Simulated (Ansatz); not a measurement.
The starting structures come from a database of crystals and need not be the phases stable at ambient conditions.

Tunnelling through a barrier is set by its complex band structure: the current falls as exp(−2κd) with the smallest κ.

Data:

```
CELL_PARAMETERS angstrom
      3.96920     0.00000     0.00000
      0.00000    10.48500     0.00000
      1.98460     5.24250     1.98460
ATOMIC_POSITIONS crystal
  Nb 0.00000 0.23413 0.00000
  Nb 0.50000 0.98413 0.00000
  N  0.50000 0.79810 0.00000
  N  0.00000 0.04810 0.00000
  O  0.00000 0.46778 0.00000
  O  0.50000 0.21778 0.00000
```

Space group of this cell: I4_1md. The cell is taken as given; by PBEsol its mean pressure is -10.8 GPa.

Transport runs along the normal of the first two printed cell vectors, the (100) plane of the conventional cell.

The gap is the functional's own. No spin-orbit coupling. Mid-gap values are interpolated on the energy grid.

**Question.** State the band gap and the smallest decay constant κ at mid-gap according to PBEsol (Ansatz, a first-principles code).

**Answer.** Gap 1.03 eV on a 16×16×16 mesh; κ = 0.153 1/Å, at the zone centre.
